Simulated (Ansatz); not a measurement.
**PBE against r2SCAN: BaTiO3, pressure −2 GPa**

Take BaTiO$_{3}$ (space group P4mm, No. 99; a = 3.9851 Å, c = 4.2043 Å) as the base.

(Cell as relaxed with PBE.)

Levels (all Ansatz, a first-principles code, PAW, earlier PAW set): PBE (420 eV, no SOC); r2SCAN (500 eV, no spin-orbit coupling).

Each level relaxes its own structure.

```
base                      PBE    r2SCAN
-------------------  --------  --------
volume per atom      13.35 Å³  12.98 Å³
lattice parameter a   3.985 Å   3.973 Å
band gap              1.85 eV   2.23 eV
```

Modification: a negative pressure, −2 GPa.

```tsv
quantity	PBE	r2SCAN
lattice parameter a	3.984 Å	___
c/a ratio	1.086	___
```

Problem. Given the PBE results, estimate those of r2SCAN.

Solution. 
- lattice parameter a, r2SCAN: 3.980 Å
- c/a ratio, r2SCAN: 1.050

PBE's lattice parameter a lies 0.0046 Å above r2SCAN's (0.1 %); PBE's c/a ratio lies 0.036 above r2SCAN's. Neither level is exact; r2SCAN is the comparison here, not a measurement.

Load acts through the strain it causes; cell and atoms are relaxed under it. No phonon test of stability was made. The final runs are not spin-polarised.
